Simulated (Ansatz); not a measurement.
We consider 1T (CdI2-type) Sc2C (cell taken from a computed entry), described by r²SCAN+rVV10 (PAW; Ansatz, a quantum-chemistry and plane-wave program).

The run printed, among other lines:

```
Relaxation: its limit of steps is 80 (relax.max_steps)
Crystal: 3 atoms, lattice volume = 54.817 Å³
Basis set: ecut = 560 eV, 1641 PW (Γ), exchange–correlation on 81×81×135 points (27 copies of the dense FFT grid, shifted against one another)
Bands: 17, of which v1, the nominal top of the filled ones, is band 13 counted from 1 (12 counted from 0)
Symmetry: 12 space group operations
Space group: P-3m1 (ITA 164), of the structure as read, at distance tolerance 3.8e-5 Å
k-points: 330 of 3240
Initial density: superposition of atomic densities (chi_scale 0.1, normalization cell, long waves kept (reshape's long-wave potential 0.08 eV rms))
Functional: x = r2scan, c = r2scan + rvv10(b = 11.95, C = 0.0093); τ floored in thin density (d = 2e-4 eV/Å³)
SCF iter   1: F=—  HF=-4534.274081 eV  |F-HF|=—  |Δ(HF+E_count)|=         —  Δρ=7.82e-2  dr2=7.87e0  dr2_τ=4.80e-1
SCF iter   2: F=—  HF=-4532.998830 eV  |F-HF|=—  |Δ(HF+E_count)|=    1.28e0  Δρ=2.90e-2  dr2=1.32e0  dr2_τ=9.18e-2
  ...
SCF 1 converged in 9 iterations: F = -4532.865606 eV  dr2 = 5.35e-8
Crystal: 3 atoms, lattice volume = 54.817 Å³
Initial density: handed on by an earlier stage of this run
SCF 2 converged in 6 iterations: F = -4532.863439 eV  dr2 = 1.47e-7
Crystal: 3 atoms, lattice volume = 54.817 Å³
SCF 3 converged in 10 iterations: F = -4532.867690 eV  dr2 = 1.44e-12
Crystal: 3 atoms, lattice volume = 54.817 Å³
SCF 4 converged in 5 iterations: F = -4532.867708 eV  dr2 = 6.45e-9
Crystal: 3 atoms, lattice volume = 54.817 Å³
SCF 5 converged in 4 iterations: F = -4532.867724 eV  dr2 = 6.66e-9
Crystal: 3 atoms, lattice volume = 54.817 Å³
SCF iter   4: F=—  HF=-4532.867723 eV  |F-HF|=—  |Δ(HF+E_count)|=  1.24e-10  Δρ=3.40e-7  dr2=2.27e-11  dr2_τ=1.32e-11
SCF iter   5: F=-4532.867723 eV  HF=-4532.867723 eV  |F-HF|=2.73e-12  |Δ(HF+E_count)|=  9.37e-11  Δρ=4.28e-8  dr2=1.26e-12  dr2_τ=1.48e-13
SCF 6 converged in 5 iterations: F = -4532.867723 eV  dr2 = 1.26e-12
SCF converged after 5 iterations
Free energy (F): -4532.867723 eV
Internal energy: -4532.848043 eV  (E = F + TS)
E sigma→0 (E₀):  -4532.857883 eV
Fermi energy:    9.333652 eV
--- Forces (eV/Å), atoms counted from 1 ---
  atom   1  Sc     0.00000000     0.00000000     0.00007984
  atom   2  Sc    -0.00000000    -0.00000000    -0.00007984
  atom   3  C      0.00000000     0.00000000     0.00000000
--- Stress (GPa, compression-positive) ---
       -1.493616      -0.000000       0.000000
       -0.000000      -1.493616       0.000000
        0.000000       0.000000      -1.489642
  P = ⅓ Tr σ = -1.4923 GPa (-14.923 kbar)
```

### Question
Write an input file that could have produced this run (the log leaves some choices open).

### Answer
One answer among several that fit: 
Ansatz 0.2 input:
```yaml
crystal:
  lattice:
    - [3.3389519049, 0.0, 0.0]
    - [-1.6694759525, 2.8916171717, 0.0]
    - [0.0, 0.0, 5.6775902208]
  atoms:
    - { symbol: Sc, position: [0.6666666667, 0.3333333333, 0.7183071413] }
    - { symbol: Sc, position: [0.3333333333, 0.6666666667, 0.2816928587] }
    - { symbol: C, position: [0.0, 0.0, 0.5] }
basis:
  ecutwfc: 560
  ecutrho_ratio: 4
  xc_grid: 3
kpoints:
  mp_grid: { grid: [18, 18, 10] }
hamiltonian:
  xc: r2scan
  dispersion: rvv10
  pseudopotentials: { azcp: { folder: ./paw }, kind: paw }
scf:
  occupations: { method: fermi_dirac, width: 0.05 }
output:
  forces: true
  stress: true
  eigenvalues: true
relax:
  f_tol: 0.004
  escape_saddle: false
  max_steps: 80
  cell: { stress_tol: 0.02, fix: [volume] }
```

The cell is one volume of an energy–volume scan, off the minimum.

The PAW data were made under PBE.

Note: the relaxation could not lower the start's symmetry, so the cell can be a saddle point above a distorted one.
